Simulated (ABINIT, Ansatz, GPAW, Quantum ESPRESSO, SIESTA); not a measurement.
# MgSiH2O4 (P1, 8 atoms in the cell) computed with different codes at matched settings

Self-consistent single point, at a second geometry (atoms moved at random). First geometry:

```
CELL_PARAMETERS angstrom
      4.33505     0.00000     0.00000
      0.00000     2.85961     0.00000
     -0.27989     0.00000     4.79298
ATOMIC_POSITIONS crystal
  Mg 0.50036 0.50000 0.47539
  Si 0.00098 0.00000 0.00247
  H  0.97852 0.00000 0.51691
  H  0.46535 0.50000 0.97146
  O  0.22371 0.00000 0.30909
  O  0.24809 0.50000 0.85942
  O  0.80259 0.00000 0.65865
  O  0.77189 0.50000 0.10642
```

Second geometry:
```
MgSi(HO2)2
1.0
    4.33505     0.00000     0.00000
    0.00000     2.85961     0.00000
   -0.27989     0.00000     4.79298
Mg Si H O
1 1 2 4
Cartesian
  1.98981   1.47512   2.23233
 -0.03923   0.05257   0.00159
  4.12016   0.01727   2.50140
  1.71322   1.39083   4.67496
  0.88540  -0.01207   1.44836
  0.93033   1.42215   4.09196
  3.25899  -0.03337   3.21267
  3.35313   1.40671   0.52843
```

Shared settings, as Ansatz (a quantum-chemistry and plane-wave program) writes them: kpoints.mp_grid.grid = 4 6 4; scf.occupations.method = fixed. Potentials and cutoffs stand in the table.

```json
[
 {"code": "GPAW", "model": "LDA (Perdew-Wang 92), GPAW PAW datasets LDA (gpaw-data 1.0.1)", "ΔF from the first geometry (meV/atom)": "39.1", "pressure (GPa)": "–", "largest force (eV/Å)": "3.406", "gap on the mesh (eV)": "4.830", "cutoff": "900 eV"},
 {"code": "Ansatz", "model": "LDA (PW92), PAW files made with PBE", "ΔF from the first geometry (meV/atom)": "37.3", "pressure (GPa)": "-8.78", "largest force (eV/Å)": "3.338", "gap on the mesh (eV)": "4.819", "cutoff": "default"},
 {"code": "ABINIT", "model": "LDA (PW92), norm-conserving pseudopotentials (PseudoDojo nc-sr-04 LDA standard)", "ΔF from the first geometry (meV/atom)": "37.0", "pressure (GPa)": "-9.03", "largest force (eV/Å)": "3.254", "gap on the mesh (eV)": "4.850", "cutoff": "84 Ry"},
 {"code": "SIESTA", "model": "LDA PW92, numerical atomic orbitals DZP, PseudoDojo LDA standard norm-conserving potentials (rewritten from UPF to PSML)", "ΔF from the first geometry (meV/atom)": "41.9", "pressure (GPa)": "-6.49", "largest force (eV/Å)": "3.702", "gap on the mesh (eV)": "4.773", "cutoff": "grid 400 Ry"},
 {"code": "Quantum ESPRESSO", "model": "LDA (PZ), GBRV 1.5 ultrasoft (LDA) pseudopotentials", "ΔF from the first geometry (meV/atom)": "39.7", "pressure (GPa)": "-7.07", "largest force (eV/Å)": "3.856", "gap on the mesh (eV)": "4.843", "cutoff": "40 Ry"}
]
```

Size of the force on each atom (eV/Å): Sizes of forces hide their directions.

| code | Mg1 | Si2 | H3 | H4 | O5 | O6 | O7 | O8 |
|---|---|---|---|---|---|---|---|---|
| GPAW | 0.874 | 1.158 | 0.881 | 1.813 | 0.599 | 3.406 | 1.907 | 0.714 |
| Ansatz | 0.863 | 1.084 | 0.933 | 1.691 | 0.582 | 3.338 | 1.892 | 0.609 |
| ABINIT | 0.876 | 1.055 | 0.954 | 1.603 | 0.617 | 3.254 | 1.931 | 0.584 |
| SIESTA | 0.987 | 1.257 | 0.701 | 2.143 | 0.689 | 3.702 | 1.748 | 0.735 |
| Quantum ESPRESSO | 0.879 | 1.083 | 0.806 | 2.250 | 0.591 | 3.856 | 1.777 | 0.613 |

A dash marks a value that a program does not give, or that is left out as unsure.

Gaps are read on the mesh.

The spread over the programs that give each value: ΔF from the first geometry within 4.9 meV/atom; pressure within 2.54 GPa; largest force within 0.602 eV/Å; gap on the mesh within 0.077 eV.

SIESTA uses small atom-centred bases, whose incompleteness enters pressures, forces and empty levels differently from a plane-wave cutoff. Ansatz's pressure is given at a fixed set of plane waves, as the other plane-wave codes print theirs; with its correction for the finite basis it is -8.03 GPa (the shift of 0.75 GPa shows how far the cutoff is from converged). The pressure of GPAW is left out: its cutoff lies under the one at which its stress was checked. The same LDA comes in different parametrisations, which differ slightly. In the pressure, SIESTA (by 2.29) and Quantum ESPRESSO (by 1.71) lie more than 1 GPa from the median of the plane-wave programs.

The starting cell comes from a database of computed structures (which also holds hypothetical and non-ambient phases and stackings), without a prior relaxation at this level. For this run, on top of that: atoms moved at random.

Left out of this page: CP2K and FLEUR (unsound by tests on forces, stress, charge or solver warnings).

Keys are those of Ansatz 0.2.
